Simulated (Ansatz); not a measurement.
Defect: interstitial S in diamond, neutral cell. Level of theory: PBE, PAW (plane waves to 420 eV; Ansatz, a quantum-chemistry and plane-wave program).

Settings: 64 host sites, the relaxed PBE lattice, a 2×2×2 k-point mesh shifted by half a step, smearing 0.01 eV, spin-restricted, no image-charge correction. No zero-point or tunnelling terms. The host's phase is taken as given; its stability against other phases was not computed. The charge state is imposed; whether it is stable for some Fermi level was not computed. Sites that were not tried may lie lower.

Relaxed starting cell (atoms counted from 1):

```
CELL_PARAMETERS angstrom
      7.14310     0.00000     0.00000
      0.00000     7.14310     0.00000
      0.00000     0.00000     7.14310
ATOMIC_POSITIONS crystal
  C  0.00009 0.00058 0.13870
  C  0.99943 0.00139 0.75017
  C  0.99967 0.50068 0.24970
  C  0.99995 0.49926 0.75075
  C  0.50007 0.00116 0.24970
  C  0.50155 0.00090 0.75078
  C  0.50073 0.50004 0.24962
  C  0.49986 0.50101 0.75017
  C  0.12238 0.37458 0.12509
  C  0.12479 0.38224 0.62960
  C  0.13516 0.86554 0.07811
  C  0.12676 0.87414 0.63308
  C  0.62611 0.37466 0.12555
  C  0.62472 0.37612 0.62433
  C  0.62624 0.87845 0.12510
  C  0.61855 0.87604 0.62960
  C  0.99780 0.25939 0.98879
  C  0.99989 0.26216 0.51262
  C  0.00206 0.74063 0.98346
  C  0.99365 0.73770 0.51608
  C  0.49863 0.25040 0.00085
  C  0.50216 0.25171 0.49971
  C  0.50191 0.75065 0.00018
  C  0.49823 0.75092 0.49912
  C  0.14161 0.15200 0.41373
  C  0.12802 0.12941 0.86824
  C  0.12246 0.62521 0.37423
  C  0.12536 0.61841 0.86931
  C  0.62587 0.12451 0.37463
  C  0.61999 0.12575 0.87167
  C  0.62370 0.62461 0.37462
  C  0.62465 0.62557 0.87638
  C  0.26007 0.99875 0.98349
  C  0.26312 0.00727 0.51603
  C  0.25018 0.49889 0.00017
  C  0.24991 0.50257 0.49914
  C  0.74146 0.00307 0.98880
  C  0.73866 0.00094 0.51262
  C  0.75038 0.50214 0.00084
  C  0.74911 0.49867 0.49970
  C  0.37619 0.37709 0.37465
  C  0.37526 0.37615 0.87642
  C  0.37552 0.87837 0.37423
  C  0.38236 0.87549 0.86934
  C  0.87630 0.37493 0.37464
  C  0.87513 0.38081 0.87163
  C  0.84873 0.85906 0.41381
  C  0.87136 0.87275 0.86823
  C  0.24800 0.25087 0.25317
  C  0.25262 0.25420 0.74965
  C  0.24784 0.75294 0.24248
  C  0.25287 0.74797 0.75010
  C  0.75416 0.24665 0.24715
  C  0.74770 0.25313 0.75127
  C  0.74990 0.75275 0.25313
  C  0.74659 0.74818 0.74962
  C  0.37284 0.12303 0.12502
  C  0.38358 0.12797 0.63182
  C  0.37634 0.62445 0.12385
  C  0.37503 0.62582 0.62335
  C  0.86580 0.13512 0.09357
  C  0.87219 0.12865 0.63031
  C  0.87776 0.62790 0.12502
  C  0.87287 0.61725 0.63182
  S  0.03568 0.96501 0.33574
```

End state 1 differs by these moves (Å; atoms that move under 0.08 Å are left out):

| atom | element | Δx | Δy | Δz |
|---|---|---|---|---|
| 1 | C | 0.28 | 0.12 | 0.60 |
| 11 | C | 0.02 | 0.07 | 0.25 |
| 12 | C | 0.10 | -0.04 | 0.03 |
| 15 | C | -0.09 | -0.04 | -0.06 |
| 17 | C | 0.02 | -0.05 | 0.07 |
| 18 | C | 0.00 | -0.08 | -0.11 |
| 19 | C | -0.01 | 0.08 | 0.12 |
| 20 | C | 0.32 | -0.10 | 0.00 |
| 25 | C | 0.00 | -0.10 | -0.32 |
| 27 | C | 0.11 | -0.08 | 0.00 |
| 29 | C | -0.12 | 0.08 | 0.01 |
| 31 | C | -0.07 | -0.05 | -0.02 |
| 34 | C | -0.03 | -0.04 | -0.10 |
| 37 | C | 0.06 | -0.04 | 0.09 |
| 38 | C | -0.25 | 0.07 | -0.02 |
| 47 | C | -0.60 | 0.12 | -0.28 |
| 49 | C | 0.07 | 0.06 | -0.04 |
| 55 | C | -0.22 | -0.08 | -0.09 |
| 61 | C | 0.09 | -0.08 | 0.22 |
| 64 | C | 0.04 | 0.06 | -0.07 |
| 65 | S | -0.53 | -0.38 | 0.53 |

Problem. Predict the forward and backward barriers to end state 1 from PBE, PAW.

Solution. forward 1.05 eV, backward 1.05 eV; at the saddle point atom 65 has neighbours 2 C at 1.54, 2 C at 1.83, 2 C at 2.10 Å. The check of the saddle point's order was inconclusive, and it lies on a symmetry element of the cell, where a band can be held.
